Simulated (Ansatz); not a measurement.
What tensor shear ε_xy = +0.67 % does to CsPbCl3

The parent structure is CsPbCl3 in the cubic perovskite structure (space group Pm-3m, No. 221; a = 5.6188 Å). Axes: x, y, z lie along the cube axes.

One thing is altered: tensor shear ε_xy = +0.67 % (engineering shear γ = 0.0134), atoms relaxed at fixed cell.

All numbers come from PBEsol/PAW in Ansatz (an electronic-structure program), no SOC. Γ-centred 6×6×6 mesh, Fermi–Dirac width 0.05 eV.

```json
[
 {"quantity": "volume per atom", "base": "35.48 Å³", "changed": "35.48 Å³", "shift": "0.00 Å³"},
 {"quantity": "energy relative to the base (free energy F)", "base": "0 meV/atom", "changed": "+0.1 meV/atom", "shift": "+0.1 meV/atom"},
 {"quantity": "pressure (mean of the normal stresses, compression positive)", "base": "0.00 GPa", "changed": "0.00 GPa", "shift": "0.00 GPa"},
 {"quantity": "band gap", "base": "1.83 eV", "changed": "1.81 eV", "shift": "-0.027 eV"},
 {"quantity": "gap character", "base": "–", "changed": "direct at T", "shift": "–"},
 {"quantity": "hole mass", "base": "0.17 mₑ (at R)", "changed": "0.17 mₑ (at R)", "shift": "–"},
 {"quantity": "valley order (the lowest conduction-band minima on the path, energy above the VBM, named in the base's zone)", "base": "R along ⟨111⟩ 1.83 eV; Γ 3.24 eV", "changed": "R along [111] 1.81 eV; M along [101] 2.42 eV; Γ 3.24 eV", "shift": "–"},
 {"quantity": "stress (xx, yy, zz, yz, xz, xy; compression positive)", "base": "–", "changed": "(0.00, 0.00, 0.00, 0.00, 0.00, -0.06) GPa", "shift": "–"}
]
```

Final structure:

```
CsPbCl3
1.0
    5.61875     0.03765     0.00000
    0.03765     5.61875     0.00000
    0.00000     0.00000     5.61875
Cs Pb Cl
1 1 3
Cartesian
  0.00000   0.00000   0.00000
  2.82820   2.82820   2.80938
  2.80938   0.01882   2.80938
  0.01882   2.80938   2.80938
  2.82820   2.82820   0.00000
```

Spin-orbit coupling, missing from the scalar runs, can matter with Pb. The cells carry an imposed strain or load. Effective masses come from finite differences of ±0.01 Å⁻¹. Whether these cells are dynamically stable was not tested. Many cubic perovskites are stable only at high temperature; tilts and polar distortions were not tested. This is not the structure that CsPbCl3 has at room temperature and ambient pressure. k-point labels follow each cell's own Brillouin zone.
